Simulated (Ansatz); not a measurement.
Reference: MgS (Fm-3m), HSE06, rigid bands (plane waves, PAW, scalar-relativistic; Ansatz, a first-principles code); geometry: cell and atoms relaxed with PBEsol.

MgS is taken in the cubic space group Fm-3m (No. 225), the rock salt structure, Pearson symbol cF8. Lattice parameters: a = b = c = 5.1817 Å, α = β = γ = 90.00°. Mg on 4a is coordinated by 6 S at 2.591 Å (octahedral). S on 4b is coordinated by 6 Mg at 2.591 Å (octahedral). (Neighbours: up to the widest gap in distance over summed covalent radii, below 1.35, at either atom; cation-cation and far metal-metal contacts left out.)
(The calculation used a cell of 2 atoms; values per cell refer to that cell.)

The band gap is 3.83 eV and the electron conductivity mass is 0.35 mₑ. The Seebeck coefficient, n-type 1e19 cm⁻³ comes out as -258 μV/K.

Problem. Replace S by Se on the same sites and relax. What happens?

Solution. MgSe (Fm-3m): volume per atom 17.4 to 20.2 Å³; band gap falls (3.83 eV to 2.68 eV); electron conductivity mass falls (0.35 mₑ to 0.29 mₑ); Seebeck coefficient, n-type 1e19 cm⁻³ falls in size (-258 μV/K to -239 μV/K).

Problem. Replace S by O on the same sites and relax. What happens?

Solution. MgO (Fm-3m): volume per atom 17.4 to 9.4 Å³; band gap rises (3.83 eV to 6.47 eV); electron conductivity mass stays about the same (0.35 mₑ to 0.36 mₑ); Seebeck coefficient, n-type 1e19 cm⁻³ falls in size (-258 μV/K to -175 μV/K).

Moves up to 5 % count as about the same. Masses are for dilute carriers at 300 K, harmonic means over directions unless an axis is named. Seebeck coefficients are for the stated density at 300 K, with one relaxation time for all states and whether or not that doping can be reached. Spin-orbit coupling is left out.
